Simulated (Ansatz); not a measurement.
Structures of equal composition on the (100) surface of fcc Cu: a layer of Si in place of the second plane; a layer of Si in place of the third plane. The slabs share one bottom face, and each structure is named by its start. These are constructed structures in small cells; real faces may alloy, dewet or reconstruct in larger ones, and not all known structures of the face are among them. Slabs of about 9 Å with all that they carry, Fermi-Dirac smearing of 0.1 eV. Bottom of the slabs: a bare face, its two planes held. Relaxed from the named starts with such symmetry as they have, on meshes of like density; energies extrapolated to zero smearing; no spin-orbit coupling, no U. Spin-polarised runs, if any, are marked in brackets, and their order is one that fits the cell; the others ran without spin.

All values below come from PBE (plane waves to 420 eV, PAW; Ansatz, a first-principles code).

### Question
Order them by energy per 1x1 cell (lowest first) at the level PBE.

### Answer
a layer of Si in place of the second plane (0.000 eV), a layer of Si in place of the third plane (0.095 eV)
